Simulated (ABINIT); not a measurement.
A working ABINIT input for RbNiCl₃ (P6_3/mmc, 10 atoms in the cell) (DFT, PBEsol, plane waves, PAW (JTH v2.0 PBE PAW, files made for PBE)):

```
# RbNiCl3, JTH v2.0 PBE PAW
pp_dirpath "./"
pseudos "Rb.GGA_PBE-JTH.xml, Cl.GGA_PBE-JTH.xml, Ni.GGA_PBE-JTH.xml"
acell 3*1.0
rprim
        13.1430455423   -0.0000000802    0.0000000000
        -6.5715227017   11.3822113628    0.0000000000
         0.0000000000    0.0000000000   11.1607224920
natom 10
ntypat 3
znucl 37 17 28
typat 1 1 2 2 2 2 2 2 3 3
xred
         0.3333333333    0.6666666667    0.7500000000
         0.6666666667    0.3333333333    0.2500000000
         0.1566000000    0.8434000000    0.2500000000
         0.3132000000    0.1566000000    0.7500000000
         0.1566000000    0.3132000000    0.2500000000
         0.8434000000    0.1566000000    0.7500000000
         0.6868000000    0.8434000000    0.2500000000
         0.8434000000    0.6868000000    0.7500000000
         0.0000000000    0.0000000000    0.0000000000
         0.0000000000    0.0000000000    0.5000000000
ecut 30
pawecutdg 60
ixc -116133
nsppol 2
spinat
      0 0 0
      0 0 0
      0 0 0
      0 0 0
      0 0 0
      0 0 0
      0 0 0
      0 0 0
      0 0 2
      0 0 2
occopt 3
tsmear 0.1 eV
nband 63
kptopt 1
ngkpt 2 2 2
nshiftk 1
shiftk 0.5 0.5 0.5
chksymbreak 0
nstep 100
tolvrs 1.0e-10
prtwf 0
prtden 0
prtvol 1
```

The run converged in 26 iterations: free energy E − TS -13095.29 eV; pressure -2.46 GPa; largest force (vector length) 0.236 eV/Å; size of the cell's spin moment 3.99 μB; site moments (μB, in the program's spheres or projections) Rb 0.00, Rb 0.00, Cl 0.13, Cl 0.13, Cl 0.13, Cl 0.13, Cl 0.13, Cl 0.13, Ni 1.42, Ni 1.42. Each of these slips is then made, one at a time:

(1)
```diff
-natom 10
+natom 9
```

(2)
```diff
-nshiftk 1
+nshift 1
```

(3)
```diff
-tolvrs 1.0e-10
```

Problem. Predict the outcome of each change.

Solution. 
(1) An atom count that does not match the list of atoms. The run converged in 31 iterations without an error; against the sound input the pressure goes from -2.46 to -4.68 GPa, the largest force goes from 0.236 to 1.285 eV/Å and the size of the net moment goes from 0.40 to 0.00 μB/atom.

(2) A keyword that the program does not know. The program stopped before any SCF iteration.
```
Found token: `NSHIFT` in the input file.
This name is not one of the registered input variable names (see https://docs.abinit.org/).
Action: check your input file. Perhaps you mistyped the input variable,
or specified "img", although this was not permitted for this input variable.
```

(3) No stopping criterion. The program stopped before any SCF iteration.
```
For the SCF case, one and only one of the input tolerance criteria
toldff, tolrff, toldfe or tolvrs must differ from zero, while they are
toldff=  0.000000E+00, tolrff=  0.000000E+00, toldfe=  0.000000E+00
and tolvrs=  0.000000E+00 for idtset: 1
Action: change your input file and resubmit the job.
Checking consistency of input data against itself g [...]
```

The starting cell comes from a database of published, mostly measured structures (it also holds non-ambient and calculated ones), without a prior relaxation at this level. The magnetic order is the one reached from the typed start; others were not searched systematically. The potentials were made for another functional than the one used.

Left out of this page: 4 runs of the series with a known weakness of the program.
